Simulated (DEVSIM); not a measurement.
Device: abrupt Si n-p junction, at 300 K.

```csv
layer (left to right),material,thickness (μm),Nd (cm⁻³),Na (cm⁻³),τn (s),τp (s)
1,Si,3.00,3.6e14,-,1.1e-6,1.1e-6
2,Si,0.410,-,9.1e17,1.1e-6,1.1e-6
```

Left contact: ohmic. Right contact: ohmic. Voltage is applied to the left contact. Recombination: SRH at mid-gap. Mobility is constant in doping.

Constants are typed, rounded textbook-type inputs, not results; the design itself was drawn at random and stands for no fabricated device. Values at 300 K.

| parameter | Si |
|---|---|
| gap (eV) | 1.124 |
| affinity (eV) | 4.05 |
| permittivity | 11.7 |
| Nc (cm⁻³) | 2.86e19 |
| Nv (cm⁻³) | 3.1e19 |
| μn (cm²/Vs) | 1417 |
| μp (cm²/Vs) | 470 |

DEVSIM, 1D drift-diffusion, Boltzmann statistics, complete ionisation; no tunnelling, impact ionisation, image-force lowering or self-heating.

Task: Give the dark forward current.

Result: 
| V (V) | J (A/cm²) |
|---|---|
| -0.05 | -4.8e-8 |
| -0.10 | -2.7e-7 |
| -0.15 | -1.5e-6 |
| -0.20 | -8.9e-6 |
| -0.25 | -5.6e-5 |
| -0.30 | -0.00036 |
| -0.35 | -0.0024 |
| -0.40 | -0.015 |
| -0.45 | -0.097 |
| -0.50 | -0.57 |
| -0.60 | -11 |
| -0.65 | -35 |
| -0.70 | -100 |
| -0.75 | -260 |
| -0.80 | -570 |
| -0.85 | -990 |
| -0.90 | -1400 |
| -0.95 | -1700 |
| -1.00 | -2000 |
| -1.05 | -2200 |
